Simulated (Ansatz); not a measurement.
Reference: TaOs₃ (Pm-3m), PBEsol, DFPT electron-phonon coupling, linearised Boltzmann equation (plane waves, PAW, scalar-relativistic; Ansatz, a program for electronic structure); geometry: relaxed with this functional, without spin-orbit coupling.

Space group Pm-3m (No. 221); a = 3.8913 Å, b = 3.8913 Å, c = 3.8913 Å, α = 90.00°, β = 90.00°, γ = 90.00°

```tsv
atom	site	symmetry	x	y	z
Ta	1a	m-3m	0.0000	0.0000	0.0000
Os	3c	4/mm.m	0.0000	0.5000	0.5000
```

- resistivity at 300 K: 15.9 μΩ·cm
- mean free path at 300 K: 4.0 nm
- electron-phonon coupling λ: 0.85
- logarithmic mean phonon energy: 14.6 meV

Problem. Swap Os for Ru, keeping the structure type. How do these values move?

Solution. TaRu3 (Pm-3m): volume per atom 14.7 to 14.3 Å³; resistivity at 300 K falls (15.9 μΩ·cm to 12.2 μΩ·cm); mean free path at 300 K rises (4.0 nm to 5.2 nm); electron-phonon coupling λ falls (0.85 to 0.72); logarithmic mean phonon energy rises (14.6 meV to 17.0 meV).

Problem. Replace Os by Rh on the same sites and relax. What happens?

Solution. TaRh$_{3}$ (Pm-3m): volume per atom 14.7 to 14.2 Å³; resistivity at 300 K falls (15.9 μΩ·cm to 8.1 μΩ·cm); mean free path at 300 K rises (4.0 nm to 14.0 nm); electron-phonon coupling λ falls (0.85 to 0.22); logarithmic mean phonon energy rises (14.6 meV to 21 meV).

Moves up to 6 % count as about the same. Metals; harmonic phonons alone scatter; means over directions. The mean free path is weighted by the current that each state carries. Halving the electron mesh moves these values by up to 4 %; q meshes are mostly untested. Some of the runs warned that the eigensolver left states short of its tolerance. Spin-orbit coupling is left out.

Formula and space group known from diffraction (Crystallography Open Database), not checked to be the room-temperature form: TaRh3 (Pm-3m). Computed structure with no diffraction record at hand here (it may be known, metastable or hypothetical): TaOs3 (Pm-3m), TaRu3 (Pm-3m). The missing spin-orbit coupling matters most for TaOs3 (Pm-3m), TaRh3 (Pm-3m), TaRu3 (Pm-3m).
